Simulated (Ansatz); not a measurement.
Start from PbTe in the rock salt structure (space group Fm-3m, No. 225).

```
PbTe
1.0
    0.00000     3.28470     3.28470
    3.28470     0.00000     3.28470
    3.28470     3.28470     0.00000
Te Pb
1 1
Direct
  0.00000   0.00000   0.00000
  0.50000   0.50000   0.50000
```

All numbers come from Ansatz (a quantum-chemistry and plane-wave program), PBE, PAW, cutoff 420 eV, no SOC, earlier PAW set.

One change was made to it. Results:

| quantity | base | after |
|---|---|---|
| width of the top valence band | 2.51 eV | 2.61 eV |
| band gap | 0.83 eV | 0.80 eV |
| lattice parameter a | 6.569 Å | 6.532 Å |

### Question
Which change produced these results?
(A) pressure 5 GPa
(B) pressure −1 GPa
(C) pressure 0.7 GPa

### Answer
C, pressure 0.7 GPa. For comparison, the band gap in the other runs: pressure 5 GPa gives 0.61 eV; pressure −1 GPa gives 0.88 eV.

With Pb and Te present, leaving out spin-orbit coupling can change the band edges. Load acts through the strain it causes; cell and atoms are relaxed under it. Stability against distortions was not tested. No other phases were tried under pressure.
